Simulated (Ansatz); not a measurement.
# SiO2 (space group Pbcn, No. 60; a model cell, its experimental status unchecked)

```xyz
12
Lattice="4.0815 0.0000 0.0000 0.0000 5.0407 0.0000 0.0000 0.0000 4.4959" Properties=species:S:1:pos:R:3 pbc="T T T"
Si     0.0000     3.2870     1.1240
Si     2.0407     4.2741     3.3719
Si     2.0407     0.7667     1.1240
Si     0.0000     1.7537     3.3719
O      3.1363     1.9298     0.3604
O      2.9859     0.5905     2.6084
O      2.9859     4.4502     0.3604
O      3.1363     3.1109     2.6084
O      0.9452     3.1109     4.1355
O      1.0956     4.4502     1.8876
O      1.0956     0.5905     4.1355
O      0.9452     1.9298     1.8876
```

The values are results of PBEsol, PAW, 420 eV (Ansatz, a program for electronic structure; no spin-orbit coupling), not measurements. Γ-centred 7×5×6 mesh, Fermi–Dirac width 0.05 eV.

| Quantity | Result |
|---|---|
| Volume per atom | 7.71 Å³ |
| Density | 4.31 g/cm³ |
| Band gap | 5.63 eV (uncertain: the edges found on the path are not clean extrema) |
| Total energy | -582.084 eV/atom (σ→0; compares only within this code and set-up) |

Whether these cells are dynamically stable was not tested. The base started in Pca2_1 and relaxed to Pbcn at this level.
